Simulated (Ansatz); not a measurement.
**Pressure series in PtS2**

Start from PtS2 in the CdI2 type structure (space group P-3m1, No. 164; a = 3.5836 Å, c = 4.6564 Å; layered, stacked along the Cartesian z axis).

Cell and atoms are relaxed at each pressure.

All numbers come from Kohn–Sham DFT with the PBE-D3(BJ) functional, run in Ansatz (a quantum-chemistry and plane-wave program) with PAW and 420 eV plane waves, spin-orbit coupling left out.

Candidates:
(a) pressure 15 GPa
(b) pressure 30 GPa
(c) pressure 3 GPa
(d) pressure 75 GPa

Base values:

| Item | Value |
|---|---|
| c/a ratio | 1.299 |

Order them by c/a ratio, highest first.

(c) pressure 3 GPa (1.244), (a) pressure 15 GPa (1.177), (b) pressure 30 GPa (1.150), (d) pressure 75 GPa (1.124)

Load acts through the strain it causes; cell and atoms are relaxed under it. Stability against distortions was not tested. No other phases were tried under pressure. All final runs are without spin polarisation.
